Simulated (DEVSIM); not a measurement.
Structure: illuminated Si p-on-n cell, one wavelength, with a back-surface field, at 350 K.

Layer 1 from the left is Si, thickness (μm) 0.0660, Na (cm⁻³) 1.3e18, τn (s) 0.00026, τp (s) 3.3e-6, absorption coefficient (cm⁻¹) 1100. Layer 2 from the left is Si, thickness (μm) 200, Nd (cm⁻³) 5.7e16, τn (s) 0.0003, τp (s) 0.0003, absorption coefficient (cm⁻¹) 1100. Layer 3 from the left is Si, thickness (μm) 0.640, Nd (cm⁻³) 1.5e18, τn (s) 0.0003, τp (s) 0.0003, absorption coefficient (cm⁻¹) 1100.

Left contact: ohmic, minority electron recombination velocity 20000 cm/s. Right contact: ohmic, minority hole recombination velocity 3000 cm/s. Voltage is applied to the left contact. Recombination: SRH at mid-gap, radiative, Auger. Light enters at the left, 8.7e17 photons cm⁻² s⁻¹, one pass, no reflection. Mobility is μmin + (μ − μmin)/(1 + (N/Nref)^α).

Constants are typed, rounded textbook-type inputs, not results; the design itself was drawn at random and stands for no fabricated device. Values at 300 K; Nc and Nv go as T^1.5, mobilities as T to minus their exponent, the gap by Varshni's rule with the affinity fixed.

Si: gap (eV) 1.124, affinity (eV) 4.05, permittivity 11.7, Nc (cm⁻³) 2.86e19, Nv (cm⁻³) 3.1e19, μn (cm²/Vs) 1417, μp (cm²/Vs) 470, μn,min 52, μp,min 45, Nref,n 9.7e16, Nref,p 2.2e17, αn 0.68, αp 0.72, T exponent of μn 2.3, T exponent of μp 2.2, B (cm³/s) 4.7e-15, Cn (cm⁶/s) 2.8e-31, Cp (cm⁶/s) 9.9e-32, Varshni α (eV/K) 0.000473, Varshni β (K) 636.

Simulated with DEVSIM: 1D drift-diffusion, Boltzmann statistics, complete ionisation; no tunnelling, impact ionisation, image-force lowering or self-heating.

Dark forward current:

```csv
|V| (V),|J| (A/cm²)
0.05,1.919e-9
0.10,1.140e-8
0.15,5.994e-8
0.20,3.117e-7
0.25,1.626e-6
0.30,8.506e-6
0.35,4.457e-5
0.40,0.0002337
0.45,0.001226
0.50,0.006427
0.55,0.03363
0.60,0.1739
0.65,0.8545
0.70,3.641
0.75,12.61
0.80,35.60
0.85,82.57
0.90,160.4
0.95,270.4
1.00,410.5
1.05,577.5
1.10,768.0
1.15,979.0
1.20,1208
1.25,1453
1.30,1712
```

### Question
Work out the local ideality factor n = ΔV / (kT/q · ln(J2/J1)) between the rows 0.15 and 0.20 V, 0.40 and 0.45 V, 1.25 and 1.30 V.

### Answer
kT/q = 30.16 mV. From 0.15 to 0.20 V: ln(3.117e-7/5.994e-8) = 1.649, n = 1.01, near the 1 of diffusion or emission over a barrier. From 0.40 to 0.45 V: ln(0.001226/0.0002337) = 1.657, n = 1.00, near the 1 of diffusion or emission over a barrier. From 1.25 to 1.30 V: ln(1712/1453) = 0.164, n = 10.11.

### Question
What current could the absorbed light give at most, and what share is collected?

### Answer
Σ αd = 22.1, so qΦ(1 − exp(−Σ αd)) = 139 mA/cm². The simulated short-circuit current is 137.0 mA/cm², a share of 0.98.

### Question
Estimate the open-circuit voltage by superposition: the voltage at which the dark current equals that short-circuit current.

### Answer
Interpolating ln J in the table gives 0.593 V. The simulation gives 0.592 V, the same within the digits that matter. Superposition holds where collection doesn't change with voltage.

### Question
Estimate the fill factor from FF0 = (v − ln(v + 0.72))/(v + 1), v = qVoc/(nkT), with n from the dark curve.

### Answer
The rows about Voc, 0.55 and 0.60 V, give n = 1.01, so v = 19.5 and FF0 = 0.804. The simulation gives 0.804, the same within the digits that matter.
